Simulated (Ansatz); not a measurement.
## How far PBE and r2SCAN part for HfO2, pressure −1 GPa

The parent structure is HfO2 in the fluorite structure (space group Fm-3m, No. 225; a = 5.0981 Å).

(Cell as relaxed with PBE.)

Levels (all Ansatz, a program for electronic structure, PAW, earlier PAW set): PBE (420 eV, spin-orbit coupling left out); r2SCAN (500 eV, no SOC).

Each level relaxes its own structure.

```json
[
 {"base": "volume per atom", "PBE": "11.04 Å³", "r2SCAN": "10.79 Å³"},
 {"base": "lattice parameter a", "PBE": "5.098 Å", "r2SCAN": "5.059 Å"},
 {"base": "band gap", "PBE": "3.75 eV", "r2SCAN": "4.30 eV"}
]
```

Modification: hydrostatic tension (pressure −1 GPa).

```tsv
quantity	PBE	r2SCAN
electron mass	1.2 mₑ along k, 0.74 mₑ across (at X)	___
band gap	3.74 eV	___
lattice parameter a	5.105 Å	___
```

Q: Predict the r2SCAN column.

A: 
- electron mass, r2SCAN: 1.2 mₑ along k, 0.76 mₑ across (at X)
- band gap, r2SCAN: 4.29 eV
- lattice parameter a, r2SCAN: 5.065 Å

PBE's band gap lies 0.555 eV below r2SCAN's; PBE's lattice parameter a lies 0.040 Å above r2SCAN's (0.8 %). Neither level is exact; r2SCAN is the comparison here, not a measurement.

With Hf present, leaving out spin-orbit coupling can change the band edges. Load acts through the strain it causes; cell and atoms are relaxed under it. Effective masses come from finite differences of ±0.01 Å⁻¹. Along k means along the line from Γ to the band edge. Stability against distortions was not tested. This is not the structure that HfO2 has at room temperature and ambient pressure.
